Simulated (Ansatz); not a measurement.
The parent structure is C in the diamond structure (space group Fd-3m, No. 227; a = 3.554 Å).

All numbers come from PBEsol, PAW, 420 eV (Ansatz, an electronic-structure program; without spin-orbit coupling).

Before the change:

The band gap is 4.03 eV and the width of the top valence band comes out as 8.51 eV.

One thing is altered: the cell is scaled by 1.0023 in all directions; the atoms relax in the strained cell.

**Question.** What does the calculation give for the energy relative to the base, band gap and width of the top valence band after the change?

**Answer.** The energy rises by 0.4 meV/atom; the band gap decreases by 0.016 eV, from 4.03 eV to 4.02 eV; the width of the top valence band drops by 0.06 eV (8.51 eV → 8.45 eV).

No phonon test of stability was made.
